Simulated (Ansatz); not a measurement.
The boundary is one mirror-built cell; no search for the lowest one was made.

System: Σ11 (113) symmetric tilt boundary in fcc Rh, with one C atom a cell (12.2 Å²) in the boundary; relaxed on a coarser mesh with the in-plane cell held.

Consider the following.

```xyz
35
Lattice="2.7084 0.0000 0.0000 1.3542 4.4913 0.0000 0.0000 0.0000 39.9271" Properties=species:S:1:pos:R:3 pbc="T T T"
Rh     0.0000    -0.0044     0.9880
Rh     1.3542     2.0401     2.2646
Rh     2.7084     4.0755     3.3349
Rh     2.7084     1.6214     4.5248
Rh     1.3542     3.6680     5.6716
Rh     1.3542     1.2182     6.8275
Rh     2.7084     3.2597     7.9835
Rh     2.7084     0.8099     9.1394
Rh     1.3542     2.8514    10.2954
Rh     1.3542     0.4016    11.4513
Rh     2.7084     2.4431    12.6073
Rh     0.0000    -0.0067    13.7633
Rh     1.3542     2.0348    14.9192
Rh     2.7084     4.0763    16.0752
Rh     2.7084     1.6326    17.2133
Rh     1.3542     3.6413    18.3595
Rh     1.3542     1.2574    19.5822
Rh     2.7084     3.3771    20.9516
Rh     1.3542     1.2573    22.3209
Rh     1.3542     3.6411    23.5439
Rh     2.7084     1.6327    24.6898
Rh     2.7084     4.0766    25.8280
Rh     1.3542     2.0351    26.9839
Rh     0.0000    -0.0064    28.1399
Rh     2.7084     2.4434    29.2958
Rh     1.3542     0.4019    30.4517
Rh     1.3542     2.8517    31.6077
Rh     2.7084     0.8102    32.7636
Rh     2.7084     3.2600    33.9195
Rh     1.3542     1.2185    35.0754
Rh     1.3542     3.6683    36.2314
Rh     2.7084     1.6208    37.3784
Rh     2.7084     4.0750    38.5682
Rh     1.3542     2.0397    39.6385
C      2.7084     0.4451    20.9517
```

Zero-bias coherent transport, averaged over 0.1 eV about the Fermi level.

Values are means of three energies within 0.05 eV of the Fermi level, on a potential converged at a Fermi-Dirac width of 0.05 eV. Resistances leave out the leads' Sharvin resistance. Spin-orbit coupling is left out.

Give the specific resistance of the junction and the share of channels that pass that Ansatz (a quantum-chemistry and plane-wave program) with PBE yields.

AR = 0.42 × 10⁻¹⁵ Ω m²; 51 % of the channels of the narrower lead pass.
